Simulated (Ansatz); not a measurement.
System: Ge2Sb2Te5 (Cm, No. 8, 9 atoms in the cell; start mp-1224407). Method: PBE0 (PAW; Ansatz, a quantum-chemistry and plane-wave program).

Settings: plane-wave cutoff 460 eV, 4×4×4 k mesh, Fermi–Dirac smearing 0.01 eV, scalar-relativistic PAW data made under PBE.

Cell (relaxed with PBEsol):

```cif
data_Ge4Sb4Te10
_chemical_formula_sum 'Ge4 Sb4 Te10'
_space_group_name_H-M_alt 'Cm'
_space_group_IT_number 8
_space_group_name_Hall 'C -2y'
_cell_length_a 13.36362
_cell_length_b 5.99877
_cell_length_c 9.43680
_cell_angle_alpha 90.000
_cell_angle_beta 134.533
_cell_angle_gamma 90.000
loop_
_space_group_symop_operation_xyz
  'x, y, z'
  'x, -y, z'
  'x+1/2, y+1/2, z'
  'x+1/2, -y+1/2, z'
loop_
_atom_site_label
_atom_site_type_symbol
_atom_site_symmetry_multiplicity
_atom_site_Wyckoff_symbol
_atom_site_fract_x
_atom_site_fract_y
_atom_site_fract_z
_atom_site_occupancy
Ge1 Ge 2 a 0.48837 0.00000 0.98247 1
Ge2 Ge 2 a 0.08491 0.00000 0.36628 1
Sb1 Sb 2 a 0.18387 0.50000 0.79472 1
Sb2 Sb 2 a 0.31287 0.00000 0.20685 1
Te1 Te 2 a 0.30947 0.50000 0.22055 1
Te2 Te 2 a 0.39745 0.00000 0.61053 1
Te3 Te 2 a 0.00391 0.00000 0.00642 1
Te4 Te 2 a 0.11016 0.50000 0.40735 1
Te5 Te 2 a 0.20919 0.00000 0.80503 1
```
(The calculation used a cell of 9 atoms; values per cell refer to that cell.)

Task: What does this level give for the band gap, smallest direct gap on the k points sampled and direct gap at Γ?

Result: 
band gap: 0.49 eV
smallest direct gap on the k points sampled: 0.66 eV
direct gap at Γ: 2.40 eV

Note: cell and atoms aren't relaxed at this level (largest force component 0.24 eV/Å, pressure 1.0 GPa).

Spin–orbit coupling is not included; with these elements it can move the gap by several tenths of an eV or more.

A start named mp-… is a Materials Project structure, which need not be a measured phase.
